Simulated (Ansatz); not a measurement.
Abridged Ansatz (a program for electronic structure) output:

```
Pseudopotential: P, paw, valence charge 5
Pseudopotential: Pt, paw, valence charge 18
Crystal: 3 atoms, lattice volume = 49.047 Å³
Basis set: ecut = 420 eV, 941 PW (Γ), exchange–correlation on 60×60×60 points (8 copies of the dense FFT grid, shifted against one another)
Bands: 18, of which v1, the nominal top of the filled ones, is band 14 counted from 1 (13 counted from 0)
Symmetry: 48 space group operations
k-points: 104 of 2744
Functional: x = pbesol(κ = 0.804, μ = 0.12345679012345678), c = pbesol(β = 0.046)
SCF iter   1: F=—  HF=-13864.492078 eV  |F-HF|=—  |Δ(HF+E_count)|=         —  Δρ=7.89e-3  dr2=2.18e-2  ethr=1.77e-3  ⟨swp⟩=5.9  Hψ=9788  notcnv=0
SCF iter   2: F=—  HF=-13864.487530 eV  |F-HF|=—  |Δ(HF+E_count)|=   4.55e-3  Δρ=4.47e-3  dr2=5.57e-3  ethr=7.78e-5  ⟨swp⟩=1.3  Hψ=2768  notcnv=0
SCF 1 converged in 8 iterations: F = -13864.485446 eV  dr2 = 8.19e-11
SCF converged after 8 iterations
Free energy (F): -13864.485446 eV
Internal energy: -13864.479047 eV  (E = F + TS)
E sigma→0 (E₀):  -13864.482246 eV
Entropy (-TS):   -0.006400 eV (-2.133 meV/atom)
Fermi energy:    13.846274 eV
--- Forces (eV/Å), atoms counted from 1 ---
  atom   1  P     -0.00000000    -0.00000000    -0.00000000
  atom   2  P     -0.00000000    -0.00000000     0.00000000
  atom   3  Pt    -0.00000000     0.00000000     0.00000000
--- Stress (GPa, compression-positive) ---
       -0.000216       0.000000       0.000000
        0.000000      -0.000216       0.000000
       -0.000000       0.000000      -0.000216
  P = ⅓ Tr σ = -0.0002 GPa (-0.002 kbar)
```

**Question.** What was computed, and what are the main results?

**Answer.** PtP2, 3 atoms in the cell, with PBEsol, PAW, 420 eV (Ansatz; scalar-relativistic without spin-orbit coupling). The last SCF converged to F = -13864.485446 eV, or -4621.4951 eV per atom, at a pressure of 0.00 GPa. The total energy compares only with runs of the same code, potentials and settings.

Whether these cells are dynamically stable was not tested. The final runs are not spin-polarised. The cell was made from Al2Pt by this change: Al → P; the result is a hypothetical phase, not in the database extracts checked.
